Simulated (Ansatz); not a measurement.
# InP: response to strain

Start from InP in the zinc blende structure (space group F-43m, No. 216; a = 5.9595 Å).

Strains are applied to the cell and any free atomic positions relax.

Calculations: PBE/PAW in Ansatz (an electronic-structure program), no SOC.

```
isotropic strain (%)  pressure (GPa)
--------------------  --------------
-3                               6.7
-2                               4.2
-1.5                             3.0
-1                               1.9
-0.5                             0.9
0                                0.0
2                                  ?
2.5                             -3.7
3                               -4.2
```

Fit P = P₀ − Bδ + Cδ² with δ = (1 + ε)³ − 1 to the rows shown and predict the withheld row.

Least squares on the printed values gives P₀ = 0.0 GPa, B = 61.4 GPa, C = 180 GPa (largest residual 0.0 GPa); this predicts -3.1 GPa, and the run gives -3.1 GPa, in agreement.

Stability against distortions was not tested. All final runs are without spin polarisation.
